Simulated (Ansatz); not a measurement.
Terminations of the (110) surface of bcc Nb, measured from the surface 'clean 1x1'. Atoms come from or go to: Ag: fcc Ag, Au: fcc Au, Cr: bcc Cr, antiferromagnetic, Cu: fcc Cu, Ga: alpha gallium, I: ½ I2(g), In: tetragonal indium, Li: bcc Li, Nb: bcc Nb, Pd: fcc Pd, Sb: rhombohedral Sb. ΔE is the energy of forming the row's surface from that one (negative: more stable at these reservoirs); the vacuum level's shift is aligned on the shared bottom. No zero-point or thermal terms. These are constructed structures in small cells; real faces may alloy, dewet or reconstruct in larger ones, and not all known structures of the face are among them. Slabs of about 11 Å with all that they carry, Fermi-Dirac smearing of 0.1 eV. Bottom of the slabs: a bare face, its two planes held. Relaxed from the named starts with such symmetry as they have, on meshes of like density; energies extrapolated to zero smearing; no spin-orbit coupling, no U. Spin-polarised runs, if any, are marked in brackets, and their order is one that fits the cell; the others ran without spin. A dash marks a value that is undefined for that row (no clear gap, or no work function of a gapped slab) or was not read reliably on its mesh.

Method: PBE (plane waves to 420 eV, PAW; Ansatz, a program for electronic structure).

| surface | atoms added per 1x1 | ΔE per 1x1 (eV) | shift of the vacuum level (eV) | work function (eV) |
|---|---|---|---|---|
| a pseudomorphic layer of Ga in the host's stacking | +1 Ga | ___ | 0.01 | 4.50 |
| a layer of Au in place of the third plane | +1 Au, -1 Nb | -0.26 | -0.02 | 4.46 |
| a pseudomorphic layer of Cr in the host's stacking [spin, 2.8 μB a cell] | +1 Cr | 0.78 | -0.91 | 3.59 |
| a cell of two sites (a+b, b-a) surface alloy, Sb on one Nb site of the top plane | -0.5 Nb, +0.5 Sb | -0.83 | -0.68 | 3.80 |
| a cell of two sites (a+b, b-a) layer of Li, one a cell, on the site that continues the host's stacking | +0.5 Li | -0.22 | -2.23 | 2.26 |
| a layer of In in place of the second plane | +1 In, -1 Nb | 0.64 | 0.52 | 5.00 |
| p(2x2) layer of I, one a cell, on the site that continues the host's stacking | +0.25 I | ___ | -0.60 | 3.89 |
| a layer of Ag in place of the second plane | +1 Ag, -1 Nb | ___ | 0.30 | 4.79 |
| a layer of Cu in place of the second plane | +1 Cu, -1 Nb | 0.68 | 0.37 | 4.86 |
| a layer of Pd in place of the third plane | -1 Nb, +1 Pd | -0.58 | 0.05 | 4.51 |
| a pseudomorphic layer of In in the host's stacking | +1 In | -0.56 | -0.46 | 4.03 |
| one row in 2 of the top plane missing | -0.5 Nb | ___ | -0.80 | 3.69 |

Q: Some entries are withheld; supply them.

A: 
- a pseudomorphic layer of Ga in the host's stacking, ΔE per 1x1 (eV): -0.80
- p(2x2) layer of I, one a cell, on the site that continues the host's stacking, ΔE per 1x1 (eV): -0.67
- a layer of Ag in place of the second plane, ΔE per 1x1 (eV): 0.76
- one row in 2 of the top plane missing, ΔE per 1x1 (eV): 0.50
